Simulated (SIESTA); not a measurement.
A user runs SIESTA on TlSbS2 (P4/mmm, 4 atoms in the cell) and asks whether the run is sound. The aim is a self-consistent single point with DFT, GGA PBEsol, numerical atomic orbitals DZP, PseudoDojo PBEsol standard norm-conserving potentials (rewritten from UPF to PSML).

Cell that was meant: a = 4.1227 Å, b = 4.1227 Å, c = 5.8268 Å, α = 90.00°, β = 90.00°, γ = 90.00°.

Part of the input:

```
PAO.BasisSize                DZP
PAO.EnergyShift              0.005 Ry
MeshCutoff                   400 Ry
OccupationFunction           MP
OccupationMPOrder            0
ElectronicTemperature        50.0 meV
```

Log, with long lists cut:

```
reinit: Reading from file input.fdf

reinit: System Name: TlSbS2
reinit: System Label: TlSbS2

   [... lines left out ...]
Gamma-point calculation with interaction between periodic images
Some features might not work optimally:
Some features might not work optimally:
e.g. DM initialization from atomic data
e.g. DM initialization from atomic data
new_DM -- step:     1
Initializing Density Matrix...

Attempting to read DM from file... Failed...
DM filled with atomic data:

InitMesh: MESH = 50 x 50 x 72 = 180000
InitMesh: Mesh cutoff (required, used) =   400.000   406.517 Ry

stepf: Methfessel-Paxton step function
       Using Hermite-Gauss polynomials of order  0
        iscf     Eharris(eV)        E_KS(eV)     FreeEng(eV)     dDmax    Ef(eV) dHmax(eV)
   scf:    1    -4720.608243    -4718.855874    -4718.855874  1.159164 -6.228851  8.974817
   scf:    2    -4723.218116    -4721.385443    -4721.385443  0.214783 -1.508596  4.171081
   scf:    3    -4721.991924    -4721.853406    -4721.853406  0.188264 -2.772690  0.484928
   scf:    4    -4721.875672    -4721.872810    -4721.872810  0.046569 -2.925175  0.507687
   scf:    5    -4721.880053    -4721.879006    -4721.879006  0.032698 -3.153710  0.092463
   scf:    6    -4721.878808    -4721.879220    -4721.879220  0.011113 -3.118213  0.058269
   scf:    7    -4721.879257    -4721.879240    -4721.879240  0.000493 -3.120680  0.049505
   scf:    8    -4721.879457    -4721.879367    -4721.879367  0.002779 -3.129382  0.022021
   scf:    9    -4721.879399    -4721.879390    -4721.879390  0.001802 -3.136802  0.000258
   scf:   10    -4721.879390    -4721.879390    -4721.879390  0.000014 -3.136794  0.000194
SCF Convergence by DM+H criterion
max |DM_out - DM_in|         :     0.0000140038
max |H_out - H_in|      (eV) :     0.0001943691
SCF cycle converged after 10 iterations

Using DM_out to compute the final energy and forces

siesta: E_KS(eV) =            -4721.8794

siesta: E_KS - E_eggbox =     -4721.8794

siesta: Atomic forces (eV/Ang):
     1    0.000000    0.000000   -0.000000
     2   -0.000000   -0.000000   -0.000000
     3   -0.000000   -0.000000    0.000000
     4   -0.000000   -0.000000    0.000000
   Tot   -0.000000   -0.000000   -0.000000
   Max    0.000000
   Res    0.000000    sqrt( Sum f_i^2 / 3N )
   Max    0.000000    constrained

Stress tensor Voigt[x,y,z,yz,xz,xy] (kbar):      -72.25      -72.25      177.00        0.00        0.00        0.00
   [... lines left out ...]
siesta: FreeEng =     -4721.879390
   [... lines left out ...]
siesta:     0.000000   -0.045092    0.000000
siesta:     0.000000    0.000000    0.110477

siesta: Cell volume =         99.035771 Ang**3

siesta: Pressure (static):
siesta:                Solid            Molecule  Units
siesta:          -0.00007368         -0.00007368  Ry/Bohr**3
siesta:          -0.00676453         -0.00676453  eV/Ang**3
siesta:         -10.83797353        -10.83797264  kBar
```

Is anything amiss in this input, and did it matter?

The run is not sound. The fault is a single k-point for a small cell. The zone centre alone samples the bands of a small cell poorly; it suits large supercells. To fix it, use a k-point mesh or a larger supercell. The run converged in 10 iterations without an error; against the sound input the free energy falls by 455 meV/atom and the pressure goes from -2.73 to -1.08 GPa.

An input that runs soundly differs in these lines (not the only fix; some lines may just follow from the change or write a value another way):
```diff
+%block kgrid.MonkhorstPack
+    8   0   0  0.0
+    0   8   0  0.0
+    0   0   6  0.0
+%endblock kgrid.MonkhorstPack
```

With that input, the run converged in 9 iterations: free energy E − TS -4720.0578 eV; Fermi level (on the code's own zero) -4.26 eV; pressure -2.73 GPa (DFT, GGA PBEsol, numerical atomic orbitals DZP, PseudoDojo PBEsol standard norm-conserving potentials (rewritten from UPF to PSML)).

On the sound input: the starting cell comes from a database of computed structures (which also holds hypothetical and non-ambient phases and stackings), without a prior relaxation at this level. Values carry the incompleteness of an atom-centred basis. The run gives no clean gap (levels at the Fermi energy touch, overlap or are partly filled at this smearing), which alone does not show that the compound is a metal.
